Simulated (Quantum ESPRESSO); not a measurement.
A relaxation of the atoms of ScAg₂ (I4mm, 3 atoms in the cell) with Quantum ESPRESSO.

Method of the run: LDA (PZ), GBRV 1.5 ultrasoft (LDA) pseudopotentials (plane waves; Quantum ESPRESSO).

The input file:

```fortran
&control
    calculation = 'relax'
    prefix = 'scag2'
    outdir = './tmp/'
    pseudo_dir = './'
    forc_conv_thr = 7.8e-04
/
&system
    ibrav = 0
    nat = 3
    ntyp = 2
    ecutwfc = 50
    ecutrho = 400
    occupations = 'smearing'
    smearing = 'fermi-dirac'
    degauss = 0.0073499
/
&electrons
    conv_thr = 1.0e-11
    mixing_beta = 0.4
/
&ions
/
ATOMIC_SPECIES
Sc    44.9559  sc_lda_v1.uspp.F.UPF
Ag   107.8682  ag_lda_v1.4.uspp.F.UPF
ATOMIC_POSITIONS crystal
Sc    0.01675400    0.01675400    0.00000000
Ag    0.66664000    0.66664000    0.00000000
Ag    0.33336000    0.33336000    0.00000000
K_POINTS automatic
6 6 6  0 0 0
CELL_PARAMETERS bohr
  -3.35319996     3.35319996     8.45954797
   3.35319996    -3.35319996     8.45954797
   3.35319996     3.35319996    -8.45954797
```

Output (repeated stretches shortened):

```
     Self-consistent Calculation

     iteration #  1     ecut=    50.00 Ry     beta= 0.40

     total energy              =    -684.04874999 Ry
     estimated scf accuracy    <       4.49186484 Ry

     iteration #  2     ecut=    50.00 Ry     beta= 0.40

     total energy              =    -685.65779532 Ry
     estimated scf accuracy    <       1.85409066 Ry

     iteration #  3     ecut=    50.00 Ry     beta= 0.40

     total energy              =    -685.72101254 Ry
     estimated scf accuracy    <       0.18703293 Ry

   [... 9 blocks of this kind left out ...]

     iteration # 13     ecut=    50.00 Ry     beta= 0.40

     total energy              =    -685.79973281 Ry
     estimated scf accuracy    <          1.2E-10 Ry

     iteration # 14     ecut=    50.00 Ry     beta= 0.40
     End of self-consistent calculation

     the Fermi energy is    14.4671 ev

!    total energy              =    -685.79973281 Ry
     estimated scf accuracy    <          9.4E-12 Ry
     smearing contrib. (-TS)   =      -0.00344160 Ry
     internal energy E=F+TS    =    -685.79629120 Ry

     convergence has been achieved in  14 iterations

     Forces acting on atoms (cartesian axes, Ry/au):

     atom    1 type  1   force =     0.00000000    0.00000000   -0.03005918
     atom    2 type  2   force =     0.00000000    0.00000000    0.01462781
     atom    3 type  2   force =     0.00000000    0.00000000    0.01543137

     Total force =     0.036819     Total SCF correction =     0.000020

     BFGS Geometry Optimization
     Energy error            =      1.4E-03 Ry
     Gradient error          =      3.0E-02 Ry/Bohr

   [... lines left out ...]
     the Fermi energy is    14.4655 ev
!    total energy              =    -685.80394668 Ry
     Total force =     0.000265     Total SCF correction =     0.000000
     bfgs converged in   6 scf cycles and   5 bfgs steps
   [... lines left out ...]

     End of BFGS Geometry Optimization

     Final energy             =    -685.8039466781 Ry

     File ./tmp/scag2.bfgs deleted, as requested
Begin final coordinates

ATOMIC_POSITIONS (crystal)
Sc               0.0055839000        0.0055839000       -0.0000000000
Ag               0.6722177242        0.6722177242        0.0000000000
Ag               0.3389523759        0.3389523759        0.0000000000
End final coordinates

   JOB DONE.
```

The run converged.  The full log also holds: “WARNING: bfgs curvature condition failed, Theta= 0.958”.

Summary of the result:
| Item | Value |
|---|---|
| Free energy E − TS | -9330.8380 eV |
| Fermi level (on the code's own zero) | 14.47 eV |
| Largest force (vector length) | 0.005 eV/Å |
| Relaxation steps | 5 |

The starting cell comes from a database of computed structures (which also holds hypothetical and non-ambient phases and stackings), without a prior relaxation at this level. Its lattice was rescaled by up to half a per cent. For this run, on top of that: one atom moved by 0.15 angstrom. The relaxation keeps the symmetry of its start, so its end need not be a minimum.

Cost on one core of a shared machine: roughly 5 min.
